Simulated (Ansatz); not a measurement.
Consider BN in the zinc blende structure (space group F-43m, No. 216; a = 3.625 Å).

Modification: cell and atoms relaxed at a pressure of 3 GPa.

Levels (all Ansatz, an electronic-structure program, PAW): PBE (420 eV, without spin-orbit coupling); r2SCAN (500 eV, spin-orbit coupling left out); HSE06 (420 eV, no spin-orbit coupling); PBE+SOC (420 eV, noncollinear with spin-orbit coupling).

One geometry, relaxed with PBE, under each level:

Notes on the quantities. hole mass: degenerate bands, along [100].

The valence-band top lists the three highest levels at Γ (Kramers pairs under SOC), from the VBM.

| level | band gap | lowest conduction level above the VBM at special points | valence-band top at Γ | electron mass | hole mass | pressure |
|---|---|---|---|---|---|---|
| PBE | 4.47 eV | X 4.47 eV; U 6.92 eV; K 6.92 eV; Γ 8.83 eV | 0.00, 0.00, 0.00 eV | 0.91 mₑ along k, 0.30 mₑ across (at X) | 0.51, 0.53, 0.53 mₑ (at Γ) | 3.00 GPa |
| r2SCAN | … | … | – | … | … | … |
| HSE06 | 5.79 eV | X 5.79 eV; U 8.37 eV; K 8.37 eV; Γ 10.57 eV | – | – | – | – |
| PBE+SOC | 4.46 eV | X 4.46 eV; U 6.91 eV; K 6.91 eV; Γ 8.82 eV | 0.00, 0.00, -0.02 eV | 0.91 mₑ along k, 0.30 mₑ across (at X) | 0.52 mₑ (at Γ) | 3.00 GPa |

Problem. Give the withheld r2SCAN results.

Solution. 
- r2SCAN, band gap: 5.00 eV
- r2SCAN, lowest conduction level above the VBM at special points: X 5.00 eV; U 7.52 eV; K 7.52 eV; Γ 9.56 eV
- r2SCAN, electron mass: 0.87 mₑ along k, 0.29 mₑ across (at X)
- r2SCAN, hole mass: 0.48, 0.52, 0.52 mₑ (at Γ)
- r2SCAN, pressure: -1.73 GPa

Single points use the geometry relaxed with PBE. Their cutoffs differ, which shifts pressures a little. The hybrid gap comes from the SCF mesh plus the semilocal run's edge points and a few special points and is an upper bound. Differences between runs with and without spin-orbit coupling are approximate. Load acts through the strain it causes; cell and atoms are relaxed under it. Effective masses come from finite differences of ±0.01 Å⁻¹. Along k means along the line from Γ to the band edge. Whether these cells are dynamically stable was not tested.
